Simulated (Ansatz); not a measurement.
Given:

```
GaP
1.0
    0.00000     2.71944     2.71944
    2.71944     0.00000     2.71944
    2.71944     2.71944     0.00000
Ga P
1 1
Direct
  0.00000   0.00000   0.00000
  0.25000   0.25000   0.25000
```

All values below come from r2SCAN, rigid bands (plane waves, PAW, scalar-relativistic; Ansatz, a quantum-chemistry and plane-wave program). Condition of this run: functional r2SCAN on the same cell. Cell: cell and atoms relaxed with PBEsol.

Problem. What conductivity effective mass do dilute holes have at 300 K?

Solution. 0.41 mₑ.

Problem. What conductivity effective mass do dilute electrons have at 300 K?

Solution. 0.34 mₑ.

Problem. And the band gap?

Solution. 1.84 eV at this level; semilocal functionals usually fall short of the measured gap.

Rigid bands, one relaxation time for all states, no polarons. Spin-orbit coupling is left out; where it splits the top of the valence band it changes the hole mass and lowers the gap by about a third of the splitting. Geometry: cell and atoms relaxed with PBEsol.
